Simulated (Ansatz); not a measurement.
Rh under a change: biaxial strain −2.00 %, plane normal [001], relaxed out of plane

Take Rh in the fcc (Cu type) structure (space group Fm-3m, No. 225; a = 3.782 Å; relaxed with 0.1 eV smearing) as the base. Axes: x, y, z lie along the cube axes.

One thing is altered: biaxial strain −2.00 %, plane normal [001], relaxed out of plane (Cartesian); in-plane vectors clamped, the third vector and the atoms free.

Computed with Ansatz (a first-principles code), PBEsol, PAW, cutoff 420 eV, no spin-orbit coupling. Γ-centred 30×30×30 mesh, Fermi–Dirac width 0.1 eV.

The volume per atom shrinks by 0.30 Å³, from 13.52 Å³ to 13.22 Å³ and the space group changes from Fm-3m (No. 225) to I4/mmm (No. 139). The shortest interatomic distance drops by 0.053 Å (2.674 Å → 2.621 Å) and the energy grows by 18 meV/atom. The pressure (mean of the normal stresses, compression positive) goes from zero to 7.2 GPa and the band gap remains zero. The out-of-plane strain amounts to +1.82 % and the ratio −ε⊥/ε∥ comes out as 0.91.

Final structure (turned so that z lies along the plane normal):

```xyz
1
Lattice="2.6205 0.0000 0.0000 0.0000 2.6205 0.0000 1.3103 -1.3103 1.9251" Properties=species:S:1:pos:R:3 pbc="T T T"
Rh     0.0000     0.0000     0.0000
```

Whether these cells are dynamically stable was not tested. All final runs are without spin polarisation.
